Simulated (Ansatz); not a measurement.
MoP, pressure series

The reference is MoP (space group P-6m2, No. 187; a = 3.2416 Å, c = 3.1941 Å).

Cell and atoms are relaxed at each pressure.

Computed with PBE (Ansatz, an electronic-structure program, PAW, no spin-orbit coupling).

Notes on the quantities. enthalpy: H = E + PV relative to the base's energy.

| variant | lattice parameter a | c/a ratio | enthalpy |
|---|---|---|---|
| base | 3.242 Å | 0.985 | – |
| pressure −2 GPa | 3.254 Å | 0.983 | -0.18 eV/atom |
| pressure −1 GPa | 3.248 Å | 0.984 | -0.09 eV/atom |
| pressure 0.9 GPa | 3.236 Å | 0.986 | +0.08 eV/atom |
| pressure 2.1 GPa | 3.229 Å | 0.987 | +0.19 eV/atom |
| pressure 4.5 GPa | 3.216 Å | 0.989 | +0.40 eV/atom |
| pressure 9 GPa | 3.192 Å | 0.993 | +0.80 eV/atom |
| pressure 15 GPa | 3.163 Å | 0.998 | +1.32 eV/atom |
| pressure 22.5 GPa | 3.130 Å | 1.004 | +1.95 eV/atom |
| pressure 30 GPa | 3.101 Å | 1.009 | +2.57 eV/atom |

Load acts through the strain it causes; cell and atoms are relaxed under it. Stability against distortions was not tested. No other phases were tried under pressure. All final runs are without spin polarisation. An odd electron count without spin: MoP.
